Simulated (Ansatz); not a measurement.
Levels about the gap of amorphous Ga24O39Mo (64 atoms in a cell of 813 Å³, 4.89 g/cm³; zone centre alone, so wide bands show as single levels with stretches between that a denser mesh fills), at the geometry that PBE relaxed, where it gives 0.0 GPa on a denser mesh. The participation number counts the atoms over which a state spreads; weights are charges in smoothed Voronoi cells. The levels come from a single point, so bond lengths are those of that geometry. Method of the levels: PBE, scalar-relativistic without spin-orbit coupling (Ansatz, a quantum-chemistry and plane-wave program). Sampling: the zone centre alone; Fermi-Dirac width 0.02 eV; no spin polarisation. At PBE the levels at both edges of the gap are localised (band-tail or defect states), and the nearest spread-out levels lie 2.3 eV apart at the zone centre.

It comes from a melt-quench run on a machine-learned potential (CHGNet), relaxed afterwards by DFT. O atoms were pushed apart under 1.9 Å during the dynamics, to hinder bonds among them. The hot cell started wider than the set density and was brought back towards it in steps. It is the lowest in DFT energy of 2 quenches. It is a model cell: composition and starting density were chosen by hand, and all elements were melted together. No dispersion term was used. Its density started from a set value of 4.95 and ended at 4.89 g/cm³. Cooling (nominally 220 K/ps over its main leg) ran many orders faster than in experiment, which tends to leave more defects and strain. One small periodic cell is one sample of the glass; other quenches scatter about these values. Volume and shape were free in the relaxation.

```tsv
E - E(highest filled), eV	filling	participation number	largest on	weight O	weight Mo	weight Ga
-0.85	filled	23.7	O, 3 neighbours	0.94	0.00	0.06
-0.80	filled	21.9	O, 3 neighbours	0.95	0.00	0.05
-0.78	filled	15.5	O, 2 neighbours	0.95	0.00	0.05
-0.73	filled	12.5	O, 2 neighbours	0.95	0.00	0.05
-0.62	filled	7.0	O, 3 neighbours	0.93	0.00	0.07
-0.41	filled	4.7	O, 2 neighbours	0.95	0.00	0.05
0.00	filled	3.5	O, 2 neighbours	0.94	0.00	0.06
1.36	empty	2.9	Mo, 6 neighbours	0.38	0.57	0.05
1.48	empty	58.9	Ga, 5 neighbours	0.53	0.01	0.46
2.28	empty	3.0	Mo, 6 neighbours	0.43	0.53	0.04
2.81	empty	3.3	Mo, 6 neighbours	0.44	0.50	0.06
3.72	empty	14.2	Mo, 6 neighbours	0.48	0.23	0.29
3.88	empty	38.9	Ga, 4 neighbours	0.55	0.03	0.43
4.08	empty	45.1	Ga, 5 neighbours	0.56	0.03	0.41
```

Most localised among these is the empty level at +1.36 eV, on a Mo atom, which has 6 neighbours (O 1.69 Å, O 1.92 Å, O 2.01 Å, O 2.01 Å, O 2.08 Å, O 2.11 Å).
